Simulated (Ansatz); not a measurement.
By PBEsol, the system below comes out a metal.

A figure of merit of an interconnect metal is its ballistic conductance per area.

Consider the following.

```yaml
crystal:
  lattice:
    - [3.10047, 0.00000, 0.00000]
    - [0.00000, 4.38473, 0.00000]
    - [1.55024, 2.19237, 1.55024]
  atoms:
    - { symbol: Nb, position: [0.00000, 0.50000, 0.00000] }
    - { symbol: N, position: [0.00000, 0.00000, 0.00000] }
```

The cell was relaxed by PBE-D3(BJ); by PBEsol it stands under a pressure of -1.0 GPa.

The current flows along the normal of the first two printed cell vectors, the (110) plane of the conventional cell. No spin-orbit coupling; the value is a mean over 0.1 eV about the Fermi level.

**Question.** Compute, with PBEsol (Ansatz, an electronic-structure program), the ballistic conductance per area.

**Answer.** 1.7 × 10¹⁵ S/m² for both spins.
